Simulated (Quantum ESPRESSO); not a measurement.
Worked example: self-consistent single point of NiO (Fm-3m, 4 atoms in the cell) in Quantum ESPRESSO.

Method of the run: PBE+U, PSlibrary PAW (PBE) pseudopotentials (plane waves; Quantum ESPRESSO).

```
NiO
1.0
    4.28157     2.14079     2.14079
    2.14079     4.28157     2.14079
    2.14079     2.14079     4.28157
Ni O
2 2
Direct
  0.00000   0.00000   0.00000
  0.50000   0.50000   0.50000
  0.25000   0.25000   0.25000
  0.75000   0.75000   0.75000
```
Moments meant for the start (each program seeds them in its own way; μB, in the order of the atoms Ni Ni O O): 2.0 -2.0 0.0 0.0.

Reference input (self-consistent single point, DFT, PBE, plane waves, PSlibrary PAW (PBE) pseudopotentials): ecutwfc = 55 Ry; ecutrho = 330 Ry; occupations = smearing; smearing = fermi-dirac; degauss = 0.0036749 Ry; nspin = 2; K_POINTS = automatic 7 7 7 0 0 0; conv_thr = 1e-10 Ry; mixing_beta = 0.3. This run's input differs from it in these lines:

```diff
@@ -40,2 +40,5 @@
    2.140787000     2.140787000     4.281574000
+HUBBARD {atomic}
+U Ni1-3d 8
+U Ni2-3d 8
```

The program printed (abridged):

```
     Self-consistent Calculation

     iteration #  1     ecut=    55.00 Ry     beta= 0.30

     =================== HUBBARD OCCUPATIONS ===================
     ------------------------ ATOM    1 ------------------------
     Tr[ns(  1)] (up, down, total) =   4.97461  3.66901  8.64362
     Atomic magnetic moment for atom   1 =   1.30560
     SPIN  1
     eigenvalues:
       0.989  0.989  0.999  0.999  0.999
     SPIN  2
     eigenvalues:
       0.356  0.356  0.985  0.986  0.986
     ------------------------ ATOM    2 ------------------------
     Tr[ns(  2)] (up, down, total) =   3.66899  4.97469  8.64368
   [... lines left out ...]

     iteration # 20     ecut=    55.00 Ry     beta= 0.30

     total energy              =    -454.39918444 Ry
     estimated scf accuracy    <          7.8E-10 Ry

     total magnetization       =    -0.00 Bohr mag/cell
     absolute magnetization    =     3.68 Bohr mag/cell

     iteration # 21     ecut=    55.00 Ry     beta= 0.30

     Magnetic moment per site  (integrated on atomic sphere of radius R)
     atom   1 (R=0.168)  charge=  7.7102  magn=  1.7277
     atom   2 (R=0.168)  charge=  7.7102  magn= -1.7277
     atom   3 (R=0.168)  charge=  5.8037  magn=  0.0000
     atom   4 (R=0.168)  charge=  5.8037  magn=  0.0000
     End of self-consistent calculation

     =================== HUBBARD OCCUPATIONS ===================
     ------------------------ ATOM    1 ------------------------
     Tr[ns(  1)] (up, down, total) =   4.99252  3.33373  8.32624
     Atomic magnetic moment for atom   1 =   1.65879
     SPIN  1
     eigenvalues:
       0.998  0.998  0.999  0.999  0.999
     SPIN  2
     eigenvalues:
       0.170  0.170  0.998  0.998  0.998
     ------------------------ ATOM    2 ------------------------
     Tr[ns(  2)] (up, down, total) =   3.33373  4.99252  8.32624
     Atomic magnetic moment for atom   2 =  -1.65879
     SPIN  1
     eigenvalues:
       0.170  0.170  0.998  0.998  0.998
     SPIN  2
     eigenvalues:
       0.998  0.998  0.999  0.999  0.999

     Number of occupied Hubbard levels =   16.6525

   [... lines left out ...]
     the Fermi energy is    10.4545 ev
!    total energy              =    -454.39918444 Ry
     total magnetization       =    -0.00 Bohr mag/cell
     absolute magnetization    =     3.68 Bohr mag/cell
     Total force =     0.000001     Total SCF correction =     0.000001
   [... lines left out ...]
     SCF correction compared to forces is large: reduce conv_thr to get better values

          total   stress  (Ry/bohr**3)                   (kbar)     P=        4.85
   0.00003300  -0.00000380  -0.00000380            4.85       -0.56       -0.56
  -0.00000380   0.00003300  -0.00000380           -0.56        4.85       -0.56
  -0.00000380  -0.00000380   0.00003300           -0.56       -0.56        4.85

   JOB DONE.
```

The run converged in 21 iterations. Against the reference run the pressure goes from -10.47 to 0.49 GPa and the gap on the mesh goes from 1.041 to 2.509 eV.

The starting cell has typed, rounded lattice constants, without a prior relaxation at this level. Its lattice was rescaled by a random factor within 2.5 % of one. The magnetic order is the one reached from the typed start; others were not searched systematically. With U or open f shells several self-consistent states can exist.

Cost on one core of a shared machine: roughly 4 min.
